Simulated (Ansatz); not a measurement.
BN under load (space group P6_3mc), PBE, rigid bands in Ansatz (a quantum-chemistry and plane-wave program). Condition of this run: hydrostatic pressure of -18 GPa (compression positive) (the target of the relaxation). Band gap 5.29 eV, N_c = 1.40e19 cm⁻³ and N_v = 4.89e19 cm⁻³ at 300 K, conductivity masses along y (a = (2.59, 0.00, 0.00) Å; b = (-1.29, 2.24, 0.00) Å; c = (0.00, 0.00, 4.28) Å) of 0.532 mₑ (electrons) and 0.847 mₑ (holes). Take k_BT = 0.02585 eV.

Question: A film of it is 8 nm thick, with its normal along the direction named. Estimate the confinement energies in an infinite well.

Answer: ħ²π²/(2m t²) = 0.376 eV·nm²/(m/mₑ × t²) gives 11.0 meV for electrons and 6.94 meV for holes, so the gap would widen to about 5.31 eV. Finite barriers and nonparabolic bands lower this, and with several valleys or bands the heaviest mass along the normal sets the lowest level, not this average.

Question: Find the intrinsic carrier density and the intrinsic Fermi level.

Answer: n_i = √(N_c N_v) exp(−E_g/2k_BT) = 2.62e19 × exp(−102.31) = 9.6e-26 cm⁻³. The level lies (k_BT/2) ln(N_v/N_c) = 16 meV from mid-gap (positive towards the conduction band). Each 0.1 eV added to the gap lowers n_i by a factor of 6.9.

Question: What thermal injection velocity √(2k_BT/πm) limits a ballistic channel along the direction named?

Answer: 7.38e6 cm/s for electrons and 5.85e6 cm/s for holes, a ratio of √(m_h/m_e) = 1.26, for dilute carriers.

Rigid bands with the computed gap; masses take one relaxation time for all states. Spin-orbit coupling is left out. Geometry: cell and atoms relaxed with PBEsol.
